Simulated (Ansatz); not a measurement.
Start from As in the A7 type structure (space group R-3m, No. 166; a = 3.783 Å, c = 10.109 Å (hexagonal axes); layered).

The other end (x = 1) is Sb (space group R-3m, No. 166): 29.76 Å³/atom, gap zero.

All numbers come from PBE-D3(BJ) in Ansatz (plane waves to 420 eV, PAW, no spin-orbit coupling).

Sb replaces a fraction x of As; each row is one arrangement (x, atoms in the cell, starting space group or random), fully relaxed.

One change was made to it. Results:

The shortest interatomic distance increases by 0.021 Å (2.535 Å → 2.556 Å); the band gap stays zero.

### Question
What was done to the base?
A. x(Sb) = 0.375, 8 atoms, Pm
B. x(Sb) = 0.625, 8 atoms, Pm
C. x(Sb) = 0.125, 8 atoms, Cm

### Answer
A, x(Sb) = 0.375, 8 atoms, Pm. For comparison, the shortest interatomic distance in the other runs: x(Sb) = 0.625, 8 atoms, Pm gives 2.609 Å; x(Sb) = 0.125, 8 atoms, Cm gives 2.533 Å.

These are small ordered cells, not random alloys; other orderings at the same x differ. With Sb present, leaving out spin-orbit coupling can change the band edges. Stability against distortions was not tested. All final runs are without spin polarisation. A zero or small gap of Sb3As5, Sb5As3 and SbAs7 can be the functional's error rather than a property of the material.

Ansatz is an electronic-structure program.
